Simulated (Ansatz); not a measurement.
MoN2 (P4/mbm, No. 127, 6 atoms in the cell; start mp-1080193), treated with LDA (plane waves, PAW; Ansatz, an electronic-structure program).

Run with plane-wave cutoff 520 eV, 14×14×20 k mesh (along the axes of the cell as run), Fermi–Dirac smearing 0.05 eV, no spin polarisation, scalar-relativistic PAW data made under PBE.

Cell (relaxed at this level):

```
MoN2
1.0
    4.26375     0.00000     0.00000
    0.00000     4.26375     0.00000
    0.00000     0.00000     2.70808
Mo N
2 4
Cartesian
  2.13187   2.13187   0.00000
  0.00000   0.00000   0.00000
  3.78418   1.65231   1.35404
  0.47957   2.61144   1.35404
  2.61144   3.78418   1.35404
  1.65231   0.47957   1.35404
```

Q: Give the computed bulk modulus.

A: 
- bulk modulus: 393 GPa

Note: the bulk modulus is −V dP/dV from two relaxed cells at ±2 % in volume; the relaxation could not lower the start's symmetry, so the cell can be a saddle point above a distorted one.

The computed numbers hold no vibrational or temperature effects.

The result took about 7 core-minutes (a rough figure).

A start named mp-… is a Materials Project structure, which need not be a measured phase.
